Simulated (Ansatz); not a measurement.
Start from AlNi3 in the Cu3Au type structure (space group Pm-3m, No. 221; a = 3.567 Å; weakly magnetic (sensitive to the mesh)).

All numbers come from PBE (Ansatz, an electronic-structure program), no spin-orbit coupling.

For the base:

- Lattice parameter a: 3.567 Å

Now apply this change: cell and atoms relaxed at a pressure of 3 GPa.

What does the calculation give for the lattice parameter a after the change?

The lattice parameter a falls by 0.019 Å to 3.548 Å.

The magnetic state is the one reached from the starting moments; the real material's order can differ, and small cells can't hold many antiferromagnetic ones. Load acts through the strain it causes; cell and atoms are relaxed under it. Whether these cells are dynamically stable was not tested.
